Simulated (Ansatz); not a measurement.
Worked example: self-consistent single point of Hf3Pt (P6_3/mmc, 8 atoms in the cell) in Ansatz (a first-principles code).

Level of theory: LDA (PW92), PAW files made with PBE (plane waves; Ansatz).

```xyz
8
Lattice="5.9886 0.0000 0.0000 -2.9943 5.1862 0.0000 0.0000 0.0000 5.1395" Properties=species:S:1:pos:R:3 pbc="T T T"
Hf     1.5426     0.8906     3.8546
Hf     1.4517     4.2956     1.2849
Hf     0.0000     1.7812     1.2849
Hf     2.9943     3.4050     3.8546
Hf     4.4460     0.8906     3.8546
Hf    -1.4517     4.2956     1.2849
Pt     2.9943     1.7287     1.2849
Pt     0.0000     3.4575     3.8546
```

Reference input (self-consistent single point, DFT, PBEsol, plane waves, PAW files made with PBE): kpoints.mp_grid.grid = 4 4 4; hamiltonian.xc = pbesol; hamiltonian.pseudopotentials = {kind: paw} (the program's default PAW files); scf.occupations.method = gaussian; scf.occupations.width = 0.1 eV. This run's input differs from it in these lines:

Ansatz 0.2 input:
```diff
@@ -19,3 +19,3 @@
 hamiltonian:
-  xc: pbesol
+  xc: lda
   pseudopotentials:
```

Output, abridged:

```
SCF iter   1: F=—  HF=-117415.134415 eV  |F-HF|=—  |Δ(HF+E_count)|=         —  Δρ=3.71e-1  dr2=5.70e2  ethr=3.10e-3  ⟨swp⟩=5.2  Hψ=4152  notcnv=0  defer=15
all-band conjugate gradients solve this SCF's bands
preconditioner: auto → Kerker (q_TF=auto, 2.814 Å⁻¹)
SCF iter   2: F=—  HF=-117366.703715 eV  |F-HF|=—  |Δ(HF+E_count)|=    4.84e1  Δρ=1.26e-1  dr2=6.53e1  ethr=3.10e-3  ⟨swp⟩=3.8  Hψ=3100  notcnv=0  defer=126
   [... lines left out ...]
SCF iter   8: F=—  HF=-117360.485810 eV  |F-HF|=—  |Δ(HF+E_count)|=   2.81e-5  Δρ=1.42e-4  dr2=7.28e-5  ethr=2.24e-7  ⟨swp⟩=2.2  Hψ=2534  notcnv=0  defer=125
SCF iter   9: F=—  HF=-117360.485927 eV  |F-HF|=—  |Δ(HF+E_count)|=   1.17e-4  Δρ=3.27e-5  dr2=1.99e-6  ethr=3.79e-8  ⟨swp⟩=2.0  Hψ=2179  notcnv=0  defer=125
SCF iter  10: F=—  HF=-117360.485927 eV  |F-HF|=—  |Δ(HF+E_count)|=   2.96e-8  Δρ=1.25e-5  dr2=4.27e-7  ethr=1.04e-9  ⟨swp⟩=2.9  Hψ=2460  notcnv=0  defer=125
SCF iter  11: F=-117360.485927 eV  HF=-117360.485927 eV  |F-HF|=5.36e-9  |Δ(HF+E_count)|=   1.23e-7  Δρ=3.94e-6  dr2=1.36e-8  ethr=5.21e-11  ⟨swp⟩=13.6  Hψ=7947  notcnv=0
SCF 1 converged in 11 iterations: F = -117360.485927 eV  dr2 = 1.36e-8
Free energy (F): -117360.485927 eV
Internal energy: -117360.445858 eV  (E = F + TS)
E sigma→0 (E₀):  -117360.465893 eV
Entropy (-TS):   -0.040069 eV (-5.009 meV/atom)
Fermi energy:    19.193276 eV
--- Forces (eV/Å), atoms counted from 1 ---
  atom   1  Hf    -0.00298377    -0.00172268     0.00000000
  atom   2  Hf     0.00298377     0.00172268    -0.00000000
  atom   3  Hf     0.00000000    -0.00344536     0.00000000
  atom   4  Hf    -0.00000000     0.00344536    -0.00000000
  atom   5  Hf     0.00298377    -0.00172268     0.00000000
  atom   6  Hf    -0.00298377     0.00172268    -0.00000000
  atom   7  Pt    -0.00000000    -0.00000000     0.00000000
  atom   8  Pt     0.00000000     0.00000000     0.00000000
--- Stress (GPa, compression-positive) ---
       -9.632977       0.000000       0.000000
       -0.000000      -9.632977      -0.000000
        0.000000      -0.000000      -9.236772
  P = ⅓ Tr σ = -9.5009 GPa (-95.009 kbar)
  The stress holds the Pulay correction. Without it, at fixed plane waves, as pw.x and ABINIT print it: P = -9.5389 GPa
```

The run converged in 11 iterations. Against the reference run the pressure goes from -5.29 to -9.50 GPa and the largest force goes from 0.026 to 0.003 eV/Å.

The starting cell comes from a database of computed structures (which also holds hypothetical and non-ambient phases and stackings), without a prior relaxation at this level. Spin polarisation is off. With a pressure of about -10 GPa the cell is away from its equilibrium volume at this level. Ansatz's pressure includes its estimate of the finite-basis (Pulay) stress.
